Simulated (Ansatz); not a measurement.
Start from Ag in the fcc (Cu type) structure (space group Fm-3m, No. 225; a = 4.054 Å).

The change: Rh takes the place of Ag on all its sites; the structure is relaxed again.

Levels (all Ansatz, a quantum-chemistry and plane-wave program, PAW): PBEsol (420 eV, scalar-relativistic without spin-orbit coupling); PBEsol+SOC (420 eV, spin-orbit coupling included).

The geometry is relaxed with PBEsol.

* **PBEsol pressure**: 0.0 GPa

Q: Predict the pressure from PBEsol+SOC.

A: The pressure goes from zero to 0.2 GPa.

Single points use the geometry relaxed with PBEsol. The spin-orbit shifts are approximate. Whether these cells are dynamically stable was not tested. The runs without spin-orbit coupling are not spin-polarised.
